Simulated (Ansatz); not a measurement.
Data:

```
C
1.0
    0.00000     1.77690     1.77690
    1.77690     0.00000     1.77690
    1.77690     1.77690     0.00000
C
2
Direct
  0.00000   0.00000   0.00000
  0.25000   0.25000   0.25000
```

The numbers are results of r2SCAN, rigid bands (plane waves, PAW, scalar-relativistic; Ansatz, a program for electronic structure), not measurements. Cell: cell and atoms relaxed with PBEsol.

Q: What conductivity effective mass do dilute holes have at 300 K?

A: 0.46 mₑ.

Q: What conductivity effective mass do dilute electrons have at 300 K?

A: 0.39 mₑ.

Q: And the band gap?

A: 4.38 eV at this level; semilocal functionals usually fall short of the measured gap.

Rigid bands, one relaxation time for all states, no polarons. Spin-orbit coupling is left out. Geometry: cell and atoms relaxed with PBEsol.
